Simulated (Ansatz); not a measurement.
GaP under load (space group P6_3mc), r2SCAN with spin-orbit coupling, rigid bands in Ansatz (a program for electronic structure). Condition of this run: uniaxial stress along c of -1.4 GPa (compression positive) (the target of the relaxation). Band gap 1.70 eV, N_c = 8.82e19 cm⁻³ and N_v = 1.27e19 cm⁻³ at 300 K, conductivity masses along y (a = (3.83, 0.00, 0.00) Å; b = (-1.91, 3.32, 0.00) Å; c = (0.00, 0.00, 6.37) Å) of 0.379 mₑ (electrons) and 0.567 mₑ (holes). Take k_BT = 0.02585 eV.

What built-in voltage has an abrupt junction with N_A = 1e17 and N_D = 1e18 cm⁻³, all dopants ionised?

V_bi = E_g/e − (k_BT/e) ln(N_c N_v/(N_A N_D)) = 1.70 − 0.02585 × 9.32 = 1.46 V, for the computed gap.

What thermal injection velocity √(2k_BT/πm) limits a ballistic channel along the direction named?

8.74e6 cm/s for electrons and 7.15e6 cm/s for holes, a ratio of √(m_h/m_e) = 1.22, for dilute carriers.

Find the intrinsic carrier density and the intrinsic Fermi level.

n_i = √(N_c N_v) exp(−E_g/2k_BT) = 3.35e19 × exp(−32.88) = 1.8e5 cm⁻³. The level lies (k_BT/2) ln(N_v/N_c) = -25 meV from mid-gap (positive towards the conduction band). Each 0.1 eV added to the gap lowers n_i by a factor of 6.9.

Rigid bands with the computed gap; masses take one relaxation time for all states. Geometry: cell and atoms relaxed with PBEsol.
